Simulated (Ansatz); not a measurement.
An Ansatz (a first-principles code) run: hypothetical Fm-3m WTe2; Kohn–Sham DFT with the PBEsol functional, run in Ansatz with PAW and 420 eV plane waves, no spin-orbit coupling.

Input:

Ansatz 0.2 input:
```yaml
crystal:
  lattice:
    - [0, 3.2845026857, 3.2845026857]
    - [3.2845026857, 0, 3.2845026857]
    - [3.2845026857, 3.2845026857, 0]
  atoms:
    - { symbol: W, position: [0, 0, 0] }
    - { symbol: Te, position: [0.25, 0.25, 0.25] }
    - { symbol: Te, position: [0.75, 0.75, 0.75] }
basis: { ecutwfc: 420, ecutrho_ratio: 4, xc_grid: 2, fft_grid_basis: typed }
kpoints: { mp_grid: { grid: [12, 12, 12] } }
hamiltonian:
  xc: pbesol
  dispersion: none
  pseudopotentials: { kind: paw }
scf: { occupations: { method: fermi_dirac, width: 0.05 }, convergence: { dr2_threshold: 0.0000000003 } }
output: { forces: true, stress: true }
```

Output (explanatory and most iteration lines left out):

```
Pseudopotential: W, paw, valence charge 14
Pseudopotential: Te, paw, valence charge 16
Crystal: 3 atoms, lattice volume = 70.866 Å³
Basis set: ecut = 420 eV, 1411 PW (Γ), exchange–correlation on 64×64×64 points (8 copies of the dense FFT grid, shifted against one another)
Bands: 27, of which v1, the nominal top of the filled ones, is band 23 counted from 1 (22 counted from 0)
Symmetry: 48 space group operations
Space group: Fm-3m (ITA 225), of the structure as read, at distance tolerance 4.1e-5 Å
k-points: 72 of 1728
Functional: x = pbesol(κ = 0.804, μ = 0.12345679012345678), c = pbesol(β = 0.046)
SCF iter   1: F=—  HF=-24058.170115 eV  |F-HF|=—  |Δ(HF+E_count)|=         —  Δρ=7.56e-3  dr2=4.58e-2  ethr=1.77e-3  ⟨swp⟩=5.9  Hψ=9262  notcnv=0
SCF iter   2: F=—  HF=-24058.164349 eV  |F-HF|=—  |Δ(HF+E_count)|=   5.77e-3  Δρ=2.59e-3  dr2=4.72e-3  ethr=9.95e-5  ⟨swp⟩=2.0  Hψ=2786  notcnv=0
SCF 1 converged in 8 iterations: F = -24058.164463 eV  dr2 = 1.53e-10
SCF converged after 8 iterations
Free energy (F): -24058.164463 eV
Internal energy: -24058.125034 eV  (E = F + TS)
E sigma→0 (E₀):  -24058.144749 eV
Entropy (-TS):   -0.039429 eV (-13.143 meV/atom)
Fermi energy:    14.083050 eV
--- Forces (eV/Å), atoms counted from 1 ---
  atom   1  W     -0.00000000     0.00000000    -0.00000000
  atom   2  Te     0.00000000     0.00000000    -0.00000000
  atom   3  Te    -0.00000000    -0.00000000     0.00000000
--- Stress (GPa, compression-positive) ---
       -0.003650      -0.000000       0.000000
        0.000000      -0.003650      -0.000000
        0.000000       0.000000      -0.003650
  P = ⅓ Tr σ = -0.0036 GPa (-0.036 kbar)
```

Stability against distortions was not tested. The final runs are not spin-polarised. The cell is WTe₂ (space group Fm-3m, No. 225; a hypothetical phase, not in the database extracts checked). WTe2 has a high density of states at the Fermi level and may be magnetic at this level.
